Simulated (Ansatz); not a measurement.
Pressure series in BN

Start from BN in the h-BN type structure (space group P6_3/mmc, No. 194; layered, stacked along the Cartesian z axis).

```
BN
1.0
    2.50580     0.00000     0.00000
   -1.25290     2.17009     0.00000
    0.00000     0.00000     6.61620
B N
2 2
Direct
  0.33333   0.66667   0.25000
  0.66667   0.33333   0.75000
  0.33333   0.66667   0.75000
  0.66667   0.33333   0.25000
```

Cell and atoms are relaxed at each pressure.

Computed with PBE-D3(BJ) (Ansatz, a first-principles code, PAW, without spin-orbit coupling), earlier PAW set.

| change | band gap | c/a ratio | volume per atom |
|---|---|---|---|
| base | 4.24 eV | 2.640 | 8.99 Å³ |
| pressure 0.3 GPa | 4.22 eV | 2.616 | 8.90 Å³ |
| pressure 0.7 GPa | 4.20 eV | 2.586 | 8.79 Å³ |
| pressure 1.5 GPa | 4.17 eV | 2.539 | 8.61 Å³ |
| pressure 3 GPa | 4.12 eV | 2.471 | 8.35 Å³ |
| pressure 5 GPa | 4.08 eV | 2.402 | 8.08 Å³ |
| pressure 10 GPa | 4.02 eV | 2.287 | 7.61 Å³ |

Load acts through the strain it causes; cell and atoms are relaxed under it. No phonon test of stability was made. No other phases were tried under pressure.
